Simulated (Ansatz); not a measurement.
# zincblende BeTe (F-43m) under uniaxial stress along [110]

Cell and atoms are relaxed with r2SCAN to each stress (compression positive); bands and masses by r2SCAN with spin-orbit coupling, rigid bands (plane waves, PAW; Ansatz, a first-principles code). Strains are changes of length against the unloaded cell.

```cif
data_Be4Te4
_chemical_formula_sum 'Be4 Te4'
_space_group_name_H-M_alt 'F-43m'
_space_group_IT_number 216
_space_group_name_Hall 'F -4 2 3'
_cell_length_a 5.65724
_cell_length_b 5.65724
_cell_length_c 5.65724
_cell_angle_alpha 90.000
_cell_angle_beta 90.000
_cell_angle_gamma 90.000
loop_
_atom_site_label
_atom_site_type_symbol
_atom_site_symmetry_multiplicity
_atom_site_Wyckoff_symbol
_atom_site_fract_x
_atom_site_fract_y
_atom_site_fract_z
_atom_site_occupancy
Be1 Be 4 a 0.00000 0.00000 0.00000 1
Te1 Te 4 c 0.25000 0.25000 0.25000 1
```
(The calculation used a cell of 2 atoms; values per cell refer to that cell.)

```
stress (GPa)  strain [110] (%)  strain [1−10] (%)  strain [00−1] (%)  gap (eV)  mean mₑ*
------------  ----------------  -----------------  -----------------  --------  --------
-2.00                     1.98              -0.06              -0.75     1.958      0.39
-1.00                     0.96              -0.03              -0.36     2.030      0.38
0                            0                  0                  0     2.087      0.38
1.00                     -0.90               0.02               0.33     2.028      0.38
2.00                     -1.76               0.05               0.63     1.964      0.38
```

[110] is the direction of the load. Masses are conductivity masses at 300 K in electron masses, harmonic means over x, y and z.

**Question.** From the two loads next to zero, find the Young modulus and the ratio of transverse to axial strain, taking [1−10].

**Answer.** Between -1.00 and 1.00 GPa the strain along [110] changes by -1.86 % and that along [1−10] by 0.05 %. The modulus is 2.00/0.0186 = 108 GPa and the ratio of the strains 0.03 (r2SCAN, atoms relaxed).

**Question.** How fast does the gap move on either side of zero load?

**Answer.** Under tension, (2.030 − 2.087) eV over -1.00 GPa = 57 meV/GPa, or about -5.9 eV per unit strain; under compression, (2.028 − 2.087) eV over 1.00 GPa = -59 meV/GPa, or about 6.6 eV per unit strain. The two slopes part by 116 meV/GPa; gaps are resolved to about 0.01 eV, which allows 20 meV/GPa, so they differ, even in sign: the gap has a turning point near zero load.

Masses are those of dilute carriers in rigid bands with one relaxation time, without polarons. Third decimals of gaps are kept for the arithmetic. Every relaxation keeps the zincblende phase (space group Imm2 under this load), so a transition, a distortion that breaks the symmetry or fracture can't show.
